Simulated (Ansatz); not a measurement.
A computed series for HgSe: response to strain

Start from HgSe in the zinc blende structure (space group F-43m, No. 216; a = 6.133 Å). Axes: x, y, z lie along the cube axes.

Strains are applied to the cell and any free atomic positions relax; under biaxial strain the out-of-plane vector relaxes too; under stress the whole cell relaxes.

Method: Ansatz (a program for electronic structure) PBEsol, no spin-orbit coupling, earlier PAW set.

Notes on the quantities. pressure: mean of the normal stresses, compression positive; energy relative to the base: free energy F.

| change | volume per atom | pressure | energy relative to the base | space group |
|---|---|---|---|---|
| base | 28.84 Å³ | 0.0 GPa | 0 meV/atom | F-43m (No. 216) |
| biaxial strain −4.62 %, plane normal [001], relaxed out of plane | 28.01 Å³ | 1.3 GPa | +16 meV/atom | I-4m2 (No. 119) |
| biaxial strain +2.04 %, plane normal [001], relaxed out of plane | 29.08 Å³ | -0.5 GPa | +2.7 meV/atom | I-4m2 (No. 119) |
| biaxial strain +2.82 %, plane normal [001], relaxed out of plane | 29.15 Å³ | -0.7 GPa | +5.1 meV/atom | I-4m2 (No. 119) |
| uniaxial strain ε_yy = −2.74 % | 28.05 Å³ | 1.5 GPa | +4.2 meV/atom | I-4m2 (No. 119) |
| uniaxial strain ε_yy = −0.27 % | 28.76 Å³ | 0.1 GPa | 0.0 meV/atom | I-4m2 (No. 119) |
| uniaxial strain ε_zz = +1.38 % | 29.24 Å³ | -0.7 GPa | +1.1 meV/atom | I-4m2 (No. 119) |
| uniaxial stress, 0.5 GPa tension along z | 28.92 Å³ | – | +1.0 meV/atom | I-4m2 (No. 119) |
| tensor shear ε_xz = −0.65 % | 28.84 Å³ | 0.0 GPa | +0.3 meV/atom | Imm2 (No. 44) |
| tensor shear ε_xz = −3.65 % | 28.80 Å³ | -0.1 GPa | +11 meV/atom | Imm2 (No. 44) |

A case with no gap was solved on a k-mesh chosen for an insulator, which is coarse for it. Beyond what the load breaks, stability against distortions was not tested. All final runs are without spin polarisation.
